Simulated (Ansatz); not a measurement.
System: LaNbO4 (I4₁/a, No. 88, 12 atoms in the cell; start COD 1536266; the formula has other measured phases). Method: LDA (Ansatz, a first-principles code, PAW).

Run with plane-wave cutoff 520 eV, 10×10×10 k mesh, Fermi–Dirac smearing 0.01 eV, no spin polarisation, scalar-relativistic PAW data made under PBE.

Cell (relaxed at this level):

```
CELL_PARAMETERS angstrom
     -2.66365     2.66365     5.65861
      2.66365    -2.66365     5.65861
      2.66365     2.66365    -5.65861
ATOMIC_POSITIONS crystal
  La 0.25000 0.75000 0.50000
  La 0.50000 0.50000 0.00000
  Nb 0.75000 0.25000 0.50000
  Nb 0.00000 0.00000 0.00000
  O  0.15181 0.74233 0.07150
  O  0.83032 0.40181 0.90949
  O  0.67083 0.08032 0.92850
  O  0.49233 0.92083 0.09051
  O  0.59819 0.50767 0.42850
  O  0.91968 0.84819 0.59051
  O  0.07917 0.16968 0.57150
  O  0.25767 0.32917 0.40949
```

Task: What does this level give for the band gap, Γ–Γ gap and bulk modulus?

Result: 
- band gap: 4.12 eV (on the SCF k mesh)
- Γ–Γ gap: 4.57 eV
- bulk modulus: 121 GPa

Note: the relaxation could not lower the start's symmetry, so the cell can be a saddle point above a distorted one; the bulk modulus is −V dP/dV from two relaxed cells at ±2 % in volume.

Spin–orbit coupling is not included.

The computed numbers hold no vibrational or temperature effects.
